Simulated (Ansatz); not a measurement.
**fcc Ni, ferromagnetic (1 1 1) on diamond (1 1 1) (film strained to the substrate, faces as cut; started ferromagnetic)**

A periodic stack without vacuum, fcc Ni, ferromagnetic (1 1 1) on diamond (1 1 1) (film strained to the substrate, faces as cut; started ferromagnetic): substrate slab C14, film Ni5, surface cells [[-1, 1], [-1, 0]] and [[0, -1], [1, -1]], film strained by +1.5 and +1.5 %, faces C/C and Ni/Ni as cut (like faces can put a slab off its formula).

The start was prepared with a machine-learned potential, and the result is one local minimum, with the in-plane cell held and forces under 0.04 eV/Å; the film can end far from its bulk form.

Calculation: PBE (plane waves to 420 eV, PAW; Ansatz, an electronic-structure program). No spin–orbit coupling; PBE gaps are too small against experiment. Its k-point mesh 14×14×1, Fermi–Dirac width 0.05 eV.

- interface area = 5.5 Å²
- period = 24.85 Å
- gaps between the outermost planes at the two interfaces = 1.96 and 1.96 Å
- C–Ni contacts across the interfaces within 1.22 times the sum of covalent radii = 2, mean 1.96 Å
- hole barrier (PBE) = 0.41 eV
- electron barrier (PBE) = 3.72 eV

```xyz
19
Lattice="2.5255 0.0001 -0.0105 1.2628 2.1869 0.0418 0.1065 0.9034 24.8709" Properties=species:S:1:pos:R:3 pbc="T T T"
C      2.4969     0.7962     1.4527
C      2.4950     2.2641     1.0204
C      1.2427     1.4793     3.5638
C      2.5034     0.7614     3.0383
C      2.5139     2.1636     5.6396
C      1.2491     1.4457     5.1171
C      2.5224     0.6613     7.6703
C      2.5203     2.1303     7.1885
C      1.2683     1.3460     9.7522
C      2.5289     0.6281     9.2192
C      2.5397     2.0309    11.8206
C      1.2748     1.3127    11.3055
C      2.5484     0.5291    13.8385
C      2.5465     1.9970    13.4062
Ni     2.5589     0.4877    15.7987
Ni     1.3060     1.1735    17.8477
Ni     2.5780     1.8574    19.8654
Ni     2.5866     0.3517    21.8410
Ni     1.3316     1.0316    23.8896
```
Starting moments (μB, in the order of the record's atoms C C C C C C C C C C C C C C Ni Ni Ni Ni Ni): 0.0 0.0 0.0 0.0 0.0 0.0 0.0 0.0 0.0 0.0 0.0 0.0 0.0 0.0 0.7 0.7 0.7 0.7 0.7.
